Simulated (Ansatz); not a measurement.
Take GaN (space group P6_422, No. 181; a = 3.125 Å, c = 7.359 Å; a hypothetical phase, not in the database extracts checked) as the base.

It is then changed as follows: an isotropic linear strain of +4.69 %, atoms relaxed at fixed cell.

Levels (all Ansatz, an electronic-structure program, PAW): PBEsol (420 eV, no spin-orbit coupling); r2SCAN (500 eV, no SOC); HSE06 (420 eV, scalar-relativistic without spin-orbit coupling).

At the geometry relaxed with PBEsol, these levels gave the following band gaps, in shuffled order: (a) 0.71 eV, (b) 1.37 eV, (c) 0.31 eV.

Task: Match each gap to its level.

Result: (a) r2SCAN; (b) HSE06; (c) PBEsol.

Single points use the geometry relaxed with PBEsol. Whether these cells are dynamically stable was not tested. The base started in P3_121 and relaxed to P6_422 at this level.
